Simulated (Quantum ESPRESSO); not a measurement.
Several settings converged on Sc2Al (P3m1, 6 atoms in the cell)

```xyz
6
Lattice="4.8779 0.0000 0.0000 -2.4390 4.2244 0.0000 0.0000 0.0000 6.1429" Properties=species:S:1:pos:R:3 pbc="T T T"
Sc     0.0000     0.0000     0.0500
Sc     0.0000     0.0000     3.0715
Sc     0.0000     2.8163     4.6072
Sc     2.4390     1.4081     1.5357
Al     0.0000     2.8163     1.5357
Al     2.4390     1.4081     4.6072
```

Base method: PBEsol, GBRV 1.5 ultrasoft (PBESOL) pseudopotentials (plane waves; Quantum ESPRESSO).

Base settings: ecutwfc = 50 Ry; ecutrho = 400 Ry; occupations = smearing; smearing = fermi-dirac; degauss = 0.0073499 Ry; potentials = {Sc: sc_pbesol_v1.uspp.F.UPF, Al: al_pbesol_v1.uspp.F.UPF}; K_POINTS = automatic 3 3 2 0 0 0; conv_thr = 1e-09 Ry; mixing_beta = 0.3.

The count of work is k-points × plane waves × bands × iterations; it is no time. 

**The plane-wave cutoff**

Moved along: ecutrho.

The mesh stays at the base's, so the ladder's end is converged at best in this setting alone.

Only quantities that move along the ladder and can be compared are tabulated.

```csv
ecutwfc,free energy less the last step's (meV/atom),pressure (GPa),count of work / last
17.5 Ry,121.41,-3.01,0.064
20 Ry,76.36,-3.11,0.078
22 Ry,47.05,-2.81,0.084
28 Ry,12.53,-1.63,0.12
35 Ry,7.75,-1.58,0.17
45 Ry,2.10,-1.48,0.23
50 Ry,1.69,-1.46,0.27
120 Ry,0.00,-1.45,1.0
```

Coarsest ecutwfc that holds the pressure within 1 GPa of the last step, with all finer ones: 28 Ry, at 0.12 of the last step's count of work; the step before is off by 1.4 GPa.

Coarsest ecutwfc that holds the free energy within 5 meV/atom of the last step, with all finer ones: 45 Ry, at 0.23 of the last step's count of work; the step before is off by 7.7 meV/atom.

Two neighbours can agree and both be off: 17.5 Ry and 20 Ry differ by 0.09 GPa in the pressure, yet lie about 1.7 GPa from the last step.

At the lowest cutoff the pressure lies 1.6 GPa under the last step's, the usual sign of Pulay stress in an incomplete plane-wave basis.

**The density cutoff**

The second cell is the first with its lattice scaled by 0.98.

The mesh stays at the base's, so the ladder's end is converged at best in this setting alone.

Only quantities that move along the ladder and can be compared are tabulated.

```csv
ecutrho,free energy less the last step's (meV/atom),energy of the compressed cell less the first (meV/atom),pressure (GPa)
100 Ry,-1.72,5.25,-1.35
150 Ry,-0.16,5.84,-1.45
200 Ry,-0.02,5.81,-1.46
300 Ry,-0.01,5.81,-1.46
400 Ry,0.00,5.81,-1.46
500 Ry,0.00,5.81,-1.46
800 Ry,0.00,5.81,-1.46
```

Coarsest ecutrho that holds the energy of the compressed cell less the first within 0.5 meV/atom of the last step, with all finer ones: 150 Ry; the step before is off by 0.56 meV/atom.

Coarsest ecutrho that holds the free energy within 1 meV/atom of the last step, with all finer ones: 150 Ry; the step before is off by 1.7 meV/atom.

Coarsest ecutrho that holds the pressure within 0.05 GPa of the last step, with all finer ones: 150 Ry; the step before is off by 0.10 GPa.

The energy difference between the two cells stays within 1 meV/atom of the last step's from 100 Ry on, the total only from 150 Ry on: much of the error is common to both cells and cancels.

On the base run: the starting cell comes from a database of computed structures (which also holds hypothetical and non-ambient phases and stackings), without a prior relaxation at this level. Its lattice was rescaled by up to half a per cent. One atom was moved a little off its site on purpose. Without a gap this mesh is coarse (it stands for a supercell whose shortest vector is 12 Å).
